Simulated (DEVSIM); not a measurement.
System: illuminated Si p-on-n cell, one wavelength, at 400 K.

```tsv
layer (left to right)	material	thickness (μm)	Nd (cm⁻³)	Na (cm⁻³)	τn (s)	τp (s)	absorption coefficient (cm⁻¹)
1	Si	0.0950	-	1e18	9.7e-6	7e-7	57000
2	Si	50.0	3.9e15	-	1.9e-5	1.9e-5	57000
```

Left contact: ohmic, minority electron recombination velocity 3000 cm/s. Right contact: ohmic, minority hole recombination velocity 3e6 cm/s. Voltage is applied to the left contact. Recombination: SRH at mid-gap, radiative, Auger. Light enters at the left, 3.8e16 photons cm⁻² s⁻¹, one pass, no reflection. Mobility is μmin + (μ − μmin)/(1 + (N/Nref)^α).

Constants are typed, rounded textbook-type inputs, not results; the design itself was drawn at random and stands for no fabricated device. Values at 300 K; Nc and Nv go as T^1.5, mobilities as T to minus their exponent, the gap by Varshni's rule with the affinity fixed.

```tsv
parameter	Si
gap (eV)	1.124
affinity (eV)	4.05
permittivity	11.7
Nc (cm⁻³)	2.86e19
Nv (cm⁻³)	3.1e19
μn (cm²/Vs)	1417
μp (cm²/Vs)	470
μn,min	52
μp,min	45
Nref,n	9.7e16
Nref,p	2.2e17
αn	0.68
αp	0.72
T exponent of μn	2.3
T exponent of μp	2.2
B (cm³/s)	4.7e-15
Cn (cm⁶/s)	2.8e-31
Cp (cm⁶/s)	9.9e-32
Varshni α (eV/K)	0.000473
Varshni β (K)	636
```

Model (solved in DEVSIM): 1D drift-diffusion, Boltzmann statistics, complete ionisation; no tunnelling, impact ionisation, image-force lowering or self-heating.

The photon flux was swept, all else fixed.

| photon flux (cm^-2 s^-1) | short-circuit current (mA/cm²) | fill factor | largest power (mW/cm²) | open-circuit voltage (V) |
|---|---|---|---|---|
| 1.1e15 | 0.176 | 0.51 | 0.0135 | 0.149 |
| 3.8e15 | 0.606 | 0.57 | 0.0665 | 0.192 |
| 1.1e16 | 1.76 | 0.61 | 0.243 | 0.228 |
| 3.8e16 | 6.06 | 0.64 | 1.06 | 0.271 |
| 1.1e17 | … | … | 3.63 | … |
| 3.8e17 | 60.6 | 0.70 | 14.8 | 0.351 |
| 1.1e18 | 176 | 0.71 | 48.4 | 0.389 |

Problem. Complete the blanks.

Solution. 
- 1.1e17, short-circuit current (mA/cm²): 17.6
- 1.1e17, fill factor: 0.67
- 1.1e17, open-circuit voltage (V): 0.308
